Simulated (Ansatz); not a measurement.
## Effect of biaxial strain +1.50 %, plane normal [001], relaxed out of plane on Sn

Base system: Sn in the diamond structure (space group Fd-3m, No. 227; a = 6.4745 Å; relaxed with 0.1 eV smearing). Axes: x, y, z lie along the cube axes.

One thing is altered: tensile biaxial strain of 1.50 % in the plane normal to [001], as in epitaxy on a mismatched substrate; the out-of-plane cell vector and the atoms relax.

Level of theory: LDA (Ansatz, an electronic-structure program, PAW, scalar-relativistic without spin-orbit coupling). Γ-centred 16×16×16 mesh, Fermi–Dirac width 0.1 eV.

```json
[
 {"quantity": "volume per atom", "base": "33.93 Å³", "changed": "34.40 Å³", "shift": "+0.478 Å³"},
 {"quantity": "shortest interatomic distance", "base": "2.804 Å", "changed": "2.817 Å", "shift": "+0.0137 Å"},
 {"quantity": "energy relative to the base (free energy F)", "base": "0 meV/atom", "changed": "+3.0 meV/atom", "shift": "+3.0 meV/atom"},
 {"quantity": "pressure (mean of the normal stresses, compression positive)", "base": "0.0 GPa", "changed": "-0.6 GPa", "shift": "-0.6 GPa"},
 {"quantity": "band gap", "base": "zero", "changed": "zero", "shift": "–"},
 {"quantity": "out-of-plane strain", "base": "–", "changed": "-1.56 %", "shift": "–"},
 {"quantity": "ratio −ε⊥/ε∥", "base": "–", "changed": "1.04", "shift": "–"}
]
```

Cost of the whole job for the changed cell (relaxation, final SCF and bands): roughly 2.2 core-minutes.

Whether these cells are dynamically stable was not tested.
